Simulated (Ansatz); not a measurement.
# TiO2: transverse stress against strain

TiO2 (rutile, P4_2/mnm, 10.651 Å³/atom at rest, c along z) under a strain ε along c (axis z), the other axes held. PBE in Ansatz, a plane-wave DFT program (PAW, default set), 420 eV, 7×7×11 Γ-centred mesh, Fermi-Dirac smearing 0.05 eV; ions are relaxed within the symmetry of each cell. Stress is positive for a compressed cell.

Here s stands for strain and y for stress xx.

```csv
strain (%),stress xx (GPa)
-3.00,?
-1.20,1.82
-0.60,0.90
0.00,0.00
0.60,-0.88
1.20,-1.74
```

Taking a straight line for y over the 5 complete rows: Means: s 0, y 0.020. About the means, the sum of products is -5.3400 and the sum of squares of s is 3.6000; the slope is their ratio. Least squares gives y = 0.020 - 1.4833·s. Residuals (row less fit): 0.020, -0.010, -0.020, -0.010, 0.020; standard error 0.022 (degrees of freedom: 3). The slope gives the elastic constant C13 = 148 ± 1.1 GPa.

**Question.** Predict the withheld y at s = -3.00 from the fit, and compare with the calculation.

**Answer.** y = 0.020 - 1.4833 × (-3.0) = 4.470 GPa. The calculation gives 4.71 GPa, 0.240 GPa above the prediction (3.7 % of the range of y in the table). The row lies outside the fitted rows, so this is an extrapolation. From the scatter of the fitted rows alone, a prediction at this place has a standard error of 0.042 GPa, so the miss is 5.7 times that.

One order more, fitted to all 11 runs of the series, follows each within 0.01, so the miss is the next term of a smooth law. The primitive cell can neither tilt nor turn polar against its symmetry, as such crystals can under strain. Rows are the converged runs of the series near zero and its far end; series whose fitted rows scatter by over a few per cent of the range, as at a crossing or softening among them, aren't shown in this form. Most that stay on the fit to the last digits aren't either.
